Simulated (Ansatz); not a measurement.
**As (model structure, started from the lonsdaleite type, P6₃/mmc, No. 194, 4 atoms in the cell): cohesive energy by level of theory**

No measured value is used here.

| level (code) | value (eV/atom) | cell (Å³/atom) |
|---|---|---|
| LDA (Ansatz) | 3.78 | 24.69 |
| PBE (Ansatz) | 2.81 | 26.94 |
| PBE-D3(BJ) (Ansatz) | ? | 25.53 |
| r²SCAN (Ansatz) | 2.64 | 26.18 |
| r²SCAN+rVV10 (Ansatz) | 2.83 | 25.72 |

Question: Complete the blanks.

Answer: 
- PBE-D3(BJ) (Ansatz, a first-principles code), value (eV/atom): 3.14

Each level is taken at its own relaxed cell. Cutoffs differ between the levels. Ansatz's density-functional and Hartree–Fock values are scalar-relativistic unless marked +SOC, with PAW data made under PBE.

A model structure was made by putting elements into a prototype or built by hand; it is no filed structure, need not be a known phase, and can be a saddle point held by its symmetry.
